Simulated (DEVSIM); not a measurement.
Device: abrupt Ge n-p junction, at 300 K.

```
layer (left to right)  material  thickness (μm)  Nd (cm⁻³)  Na (cm⁻³)   τn (s)   τp (s)
---------------------  --------  --------------  ---------  ---------  -------  -------
1                            Ge           0.320     8.9e15          -  0.00064  0.00064
2                            Ge            4.60          -     1.1e16  0.00064  0.00064
```

Left contact: ohmic. Right contact: ohmic. Voltage is applied to the left contact. Recombination: SRH at mid-gap, radiative. Mobility is constant in doping.

This is a model device: material constants are rounded textbook-type values typed into the input, and sizes, dopings and lifetimes were drawn at random. Values at 300 K; Nc and Nv go as T^1.5, mobilities as T to minus their exponent, the gap by Varshni's rule with the affinity fixed.

```tsv
parameter	Ge
gap (eV)	0.664
affinity (eV)	4
permittivity	16
Nc (cm⁻³)	1.04e19
Nv (cm⁻³)	6e18
μn (cm²/Vs)	3900
μp (cm²/Vs)	1900
T exponent of μn	1.66
T exponent of μp	2.33
B (cm³/s)	6.4e-14
Varshni α (eV/K)	0.000477
Varshni β (K)	235
```

DEVSIM, 1D drift-diffusion, Boltzmann statistics, complete ionisation; no tunnelling, impact ionisation, image-force lowering or self-heating.

The temperature was swept, all else fixed.

```
temperature (K)  potential step across the device at zero bias (V)  largest field in the device at zero bias (V/cm)
---------------  -------------------------------------------------  -----------------------------------------------
250                                                          0.407                                            20000
300                                                          0.318                                            17000
350                                                          0.227                                            14000
400                                                          0.135                                             9600
450                                                          0.058                                             5800
500                                                          0.021                                             3500
```

From the first row to the last the potential step across the device at zero bias goes from 0.407 to 0.021. From the first row to the last the largest field in the device at zero bias goes from 20000 to 3500.
